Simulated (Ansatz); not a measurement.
SiC under load (space group P6_3mc), Ansatz (a quantum-chemistry and plane-wave program) with r2SCAN with spin-orbit coupling, rigid bands. Condition of this run: uniaxial stress along c of -10 GPa (compression positive) (the target of the relaxation). Band gap 2.52 eV, N_c = 1.10e19 cm⁻³ and N_v = 5.62e19 cm⁻³ at 300 K, conductivity masses along y (a = (3.07, 0.00, 0.00) Å; b = (-1.54, 2.66, 0.00) Å; c = (0.00, 0.00, 5.15) Å) of 0.435 mₑ (electrons) and 1.02 mₑ (holes). Take k_BT = 0.02585 eV.

Problem. Find the intrinsic carrier density and the intrinsic Fermi level.

Solution. n_i = √(N_c N_v) exp(−E_g/2k_BT) = 2.49e19 × exp(−48.74) = 1.7e-2 cm⁻³. The level lies (k_BT/2) ln(N_v/N_c) = 21 meV from mid-gap (positive towards the conduction band). Each 0.1 eV added to the gap lowers n_i by a factor of 6.9.

Problem. What built-in voltage has an abrupt junction with N_A = 1e17 and N_D = 1e18 cm⁻³, all dopants ionised?

Solution. V_bi = E_g/e − (k_BT/e) ln(N_c N_v/(N_A N_D)) = 2.52 − 0.02585 × 8.73 = 2.29 V, for the computed gap.

Problem. A film of it is 5 nm thick, with its normal along the direction named. Estimate the confinement energies in an infinite well.

Solution. ħ²π²/(2m t²) = 0.376 eV·nm²/(m/mₑ × t²) gives 34.6 meV for electrons and 14.7 meV for holes, so the gap would widen to about 2.57 eV. Finite barriers and nonparabolic bands lower this, and with several valleys or bands the heaviest mass along the normal sets the lowest level, not this average.

Rigid bands with the computed gap; masses take one relaxation time for all states. Geometry: cell and atoms relaxed with PBEsol.
